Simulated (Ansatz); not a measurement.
## What x(Lu) = 0.25, 8 atoms, P4/mmm does to TiAl

The reference is TiAl (space group P4/mmm, No. 123; a = 2.797 Å, c = 4.032 Å).

The other end (x = 1) is LuTi (space group P4/mmm, No. 123; a hypothetical phase, not in the database extracts checked): 21.34 Å³/atom, gap zero; this end may not be an ambient phase.

Perturbation: Lu replaces 25.0 % of the Al, ordered in a cell of 8 atoms (starting symmetry P4/mmm) and fully relaxed.

The values are results of Kohn–Sham DFT with the PBEsol functional, run in Ansatz (an electronic-structure program) with PAW and 420 eV plane waves, no spin-orbit coupling, not measurements. Γ-centred 16×16×3 mesh, Fermi–Dirac width 0.05 eV, for the changed cell.

```csv
quantity,base,changed,shift
volume per atom,15.78 Å³,17.10 Å³,+1.32 Å³
band gap,zero,zero,–
mixing energy (to 0.01 eV only: unlike meshes or grids) (against an end that may be hypothetical),–,+0.04 eV/atom,–
deviation of the volume from the linear (Vegard-type) interpolation,–,-0.4 %,–
```

These are small ordered cells, not random alloys; other orderings at the same x differ. Whether these cells are dynamically stable was not tested. All final runs are without spin polarisation. An odd electron count without spin: TiAl and LuTi. LuTi4Al3 and LuTi have a high density of states at the Fermi level and may be magnetic at this level.
